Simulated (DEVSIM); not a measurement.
System: Schottky contact on n-type GaAs, at 350 K.

Layer 1 from the left is GaAs, thickness (μm) 1.10, Nd (cm⁻³) 1.1e15, τn (s) 6e-9, τp (s) 6e-9.

Left contact: Schottky, work function 4.92 eV, emission velocity 9.2e6 cm/s. Right contact: ohmic. Voltage is applied to the left contact. Recombination: SRH at mid-gap, radiative. Mobility is constant in doping.

Constants are typed, rounded textbook-type inputs, not results; the design itself was drawn at random and stands for no fabricated device. Values at 300 K; Nc and Nv go as T^1.5, mobilities as T to minus their exponent, the gap by Varshni's rule with the affinity fixed.

GaAs: gap (eV) 1.424, affinity (eV) 4.07, permittivity 12.9, Nc (cm⁻³) 4.7e17, Nv (cm⁻³) 9e18, μn (cm²/Vs) 8500, μp (cm²/Vs) 400, T exponent of μn 2.1, T exponent of μp 2.2, B (cm³/s) 2e-10, Varshni α (eV/K) 0.000541, Varshni β (K) 204.

DEVSIM, 1D drift-diffusion, Boltzmann statistics, complete ionisation; no tunnelling, impact ionisation, image-force lowering or self-heating. Metal contacts follow the ideal Schottky-Mott rule: no Fermi-level pinning, no interface dipoles.

Task: What does the simulation give for the dark forward voltage at 1 A/cm², the largest field in the device at zero bias, the potential step across the device at zero bias, the dark forward voltage at 100 A/cm²?

Result: dark forward voltage at 1 A/cm² 0.443 V; largest field in the device at zero bias 14000 V/cm; potential step across the device at zero bias 0.660 V; dark forward voltage at 100 A/cm² 0.597 V.
